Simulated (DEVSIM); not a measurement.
System: abrupt GaAs p-n junction, at 300 K.

Layer 1 from the left is GaAs, thickness (μm) 0.450, Na (cm⁻³) 9.1e17, τn (s) 3e-8, τp (s) 3e-8. Layer 2 from the left is GaAs, thickness (μm) 0.860, Nd (cm⁻³) 1.2e16, τn (s) 3e-8, τp (s) 3e-8.

Left contact: ohmic. Right contact: ohmic. Voltage is applied to the left contact. Recombination: SRH at mid-gap, radiative. Mobility is constant in doping.

This is a model device: material constants are rounded textbook-type values typed into the input, and sizes, dopings and lifetimes were drawn at random. Values at 300 K.

GaAs: gap (eV) 1.424, affinity (eV) 4.07, permittivity 12.9, Nc (cm⁻³) 4.7e17, Nv (cm⁻³) 9e18, μn (cm²/Vs) 8500, μp (cm²/Vs) 400, B (cm³/s) 2e-10.

Task: Estimate by hand the built-in potential, the peak field at zero bias, the capacitance at -1 V, and compare with a numerical solution.

Result: 
- Built-in potential: ni = √(Nc Nv) exp(−Eg/2kT) = 2250000 cm⁻³ with Eg = 1.424 eV; Vbi = kT/q ln(Na Nd/ni²) = 1.270 V; numerical 1.270 V.
- Peak field at zero bias: depletion approximation: W = √(2εVbi/(qN)) = 0.391 μm with N = 1.18e16 cm⁻³; field = 2Vbi/W = 65000 V/cm; numerical 73300 V/cm (estimate below by 11 %).
- Capacitance at -1 V: C = √(qεN / 2(Vbi + |V|)) = 21.8 nF/cm²; numerical 22.1 nF/cm² (estimate below by 1.3 %).

Model (solved in DEVSIM): 1D drift-diffusion, Boltzmann statistics, complete ionisation; no tunnelling, impact ionisation, image-force lowering or self-heating.
